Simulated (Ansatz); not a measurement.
## Effect of tensor shear ε_xy = +1.43 % on BAs

Consider BAs in the zinc blende structure (space group F-43m, No. 216; a = 4.784 Å). Axes: x, y, z lie along the cube axes.

Now apply this change: tensor shear ε_xy = +1.43 % (engineering shear γ = 0.0286); the atoms relax in the strained cell.

Computed with r2SCAN (Ansatz, a quantum-chemistry and plane-wave program, PAW, no spin-orbit coupling). Γ-centred 12×12×12 mesh, Fermi–Dirac width 0.05 eV.

The volume per atom hardly moves (13.69 Å³ against 13.68 Å³) and the space group becomes Imm2 (No. 44) (base: F-43m (No. 216)). The shortest interatomic distance drops by 0.025 bohr (3.915 bohr → 3.890 bohr) and the energy goes up by 5.5 meV/atom. The band gap shrinks by 0.20 eV, from 1.38 eV to 1.18 eV and the gap character comes out as indirect, Γ → k = (0.417, 0.417, 0) in the run's primitive reciprocal basis. The smallest direct gap falls by 0.34 eV to 3.10 eV and the valence-band top at Γ (three highest levels, from the VBM) changes from 0.00, 0.00, 0.00 eV to 0.00, -0.13, -0.22 eV. The stress (xx, yy, zz, yz, xz, xy; compression positive) amounts to (0.15, 0.15, -0.01, 0.00, 0.00, -4.51) GPa.

Final structure:

```
BAs
1.0
    0.03420     2.39193     2.39193
    2.39193     0.03420     2.39193
    2.42613     2.42613     0.00000
B As
1 1
Cartesian
  0.00000   0.00000   0.00556
  1.21307   1.21307   1.19040
```

Cost of the whole job for the changed cell (relaxation, final SCF and bands): very roughly 60 core-seconds.

Stability against distortions was not tested. Labels are those of the standard path for the cell's own space group.
